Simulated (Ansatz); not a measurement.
Consider the following.

End structure of the (310) surface of bcc Na in its 1x1 cell, outermost plane spacing 1.33 Å in the ideal cut:

```
CELL_PARAMETERS angstrom
      4.20000     0.00000     0.00000
     -2.10000     6.64078     0.00000
      0.00000     0.00000    27.00000
ATOMIC_POSITIONS crystal
  Na 0.68397 0.36799 0.30723
  Na 0.40199 0.80404 0.34760
  Na 0.09756 0.19514 0.40482
  Na 0.80191 0.60384 0.44932
  Na 0.50000 0.00000 0.50000
  Na 0.19809 0.39616 0.55068
  Na 0.90244 0.80486 0.59518
  Na 0.59801 0.19596 0.65240
  Na 0.31603 0.63201 0.69277
```

Set-up: 9 atoms, 10.6 Å thick at the start; mesh 9x6x1; 0.1 eV smearing; dipole correction on; all atoms relaxed; held to the part of the start's symmetry that mesh and held atoms allow; no spin, no spin-orbit, no U.

### Question
What is the computed work function of the top face (PBE (Ansatz, a first-principles code))?

### Answer
2.72 eV

### Question
Give the surface energy (mean of both faces) at the level PBE.

### Answer
0.23 J/m²
